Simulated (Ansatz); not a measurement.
**A computed series for Hf: element substitutions**

Take Hf in the hcp (Mg type) structure (space group P6_3/mmc, No. 194) as the base.

```yaml
crystal:
  lattice:
    - [3.15898, 0.00000, 0.00000]
    - [-1.57949, 2.73576, 0.00000]
    - [0.00000, 0.00000, 4.99983]
  atoms:
    - { symbol: Hf, position: [0.33333, 0.66667, 0.75000] }
    - { symbol: Hf, position: [0.66667, 0.33333, 0.25000] }
```

Each row replaces one element on all its sites; cell and atoms are relaxed.

All numbers come from DFT with PBEsol, PAW potentials and a 420 eV plane-wave cutoff in Ansatz (an electronic-structure program), no SOC, earlier PAW set.

| variant | density | c/a ratio |
|---|---|---|
| base | 13.72 g/cm³ | 1.583 |
| Hf → Ta | 16.59 g/cm³ | 1.777 |
| Hf → Ti | 4.75 g/cm³ | 1.583 |
| Hf → Sm | 7.17 g/cm³ | 1.611 |

The magnetic state is the one reached from the starting moments; the real material's order can differ, and small cells can't hold many antiferromagnetic ones. The 4f electrons are in the valence with no U and their state was not checked, so volumes and moments can be off. Stability against distortions was not tested. For Ta in this form, whether it has been made was not checked. Spin-polarised in the final run: Sm; the other runs are not. This is not the structure that Ta has at room temperature and ambient pressure. This is not the structure that Sm has at room temperature and ambient pressure.
